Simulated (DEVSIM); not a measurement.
Structure: abrupt GaAs p-n junction, at 350 K.

Layer 1 from the left is GaAs, thickness (μm) 17.0, Na (cm⁻³) 6.9e16, τn (s) 6e-8, τp (s) 6e-8. Layer 2 from the left is GaAs, thickness (μm) 2.50, Nd (cm⁻³) 1.5e17, τn (s) 6e-8, τp (s) 6e-8.

Left contact: ohmic. Right contact: ohmic. Voltage is applied to the left contact. Recombination: SRH at mid-gap. Mobility is constant in doping.

This is a model device: material constants are rounded textbook-type values typed into the input, and sizes, dopings and lifetimes were drawn at random. Values at 300 K; Nc and Nv go as T^1.5, mobilities as T to minus their exponent, the gap by Varshni's rule with the affinity fixed.

GaAs: gap (eV) 1.424, affinity (eV) 4.07, permittivity 12.9, Nc (cm⁻³) 4.7e17, Nv (cm⁻³) 9e18, μn (cm²/Vs) 8500, μp (cm²/Vs) 400, T exponent of μn 2.1, T exponent of μp 2.2, Varshni α (eV/K) 0.000541, Varshni β (K) 204.

Model (solved in DEVSIM): 1D drift-diffusion, Boltzmann statistics, complete ionisation; no tunnelling, impact ionisation, image-force lowering or self-heating.

Dark forward current:

```
|V| (V)  |J| (A/cm²)
-------  -----------
0.05       3.887e-10
0.10        1.226e-9
0.15        3.156e-9
0.20        7.688e-9
0.25        1.840e-8
0.30        4.386e-8
0.35        1.049e-7
0.40        2.535e-7
0.45        6.264e-7
0.50        1.617e-6
0.55        4.514e-6
0.60        1.421e-5
0.65        5.190e-5
0.70       0.0002178
0.75        0.001011
0.80        0.004980
0.85         0.02534
0.90          0.1309
0.95          0.6807
1.00           3.531
1.05           17.83
1.10           80.82
1.15           288.0
1.20           775.8
1.25            1671
1.30            3064
```

Problem. Work out the local ideality factor n = ΔV / (kT/q · ln(J2/J1)) between the rows 0.15 and 0.20 V, 0.90 and 0.95 V, 1.25 and 1.30 V.

Solution. kT/q = 30.16 mV. From 0.15 to 0.20 V: ln(7.688e-9/3.156e-9) = 0.890, n = 1.86, near the 2 of recombination in the depletion region. From 0.90 to 0.95 V: ln(0.6807/0.1309) = 1.649, n = 1.01, near the 1 of diffusion or emission over a barrier. From 1.25 to 1.30 V: ln(3064/1671) = 0.606, n = 2.73.

Problem. Estimate the current at 0.90 V from the Shockley equation with J0 = Σ q ni² D/(N L) coth(W/L), τ joining the SRH, radiative and Auger lifetimes that are on, and W taken as the whole layer.

Solution. ni² = 4.50e16 cm⁻⁶; electrons in the p layer: μ = 6150 cm²/Vs, D = 185 cm²/s, τ = 6.00e-8 s, L = 33.4 μm, W/L = 0.51, term 1.24e-14 A/cm²; holes in the n layer: μ = 285 cm²/Vs, D = 8.59 cm²/s, τ = 6.00e-8 s, L = 7.18 μm, W/L = 0.35, term 1.72e-15 A/cm². J0 = 1.41e-14 A/cm², and J = J0 exp(qV/kT) = 0.128 A/cm². The simulation gives 0.131 A/cm²; the estimate lies 1.8 % below. The estimate leaves out recombination in the depletion region and that region's share of W.
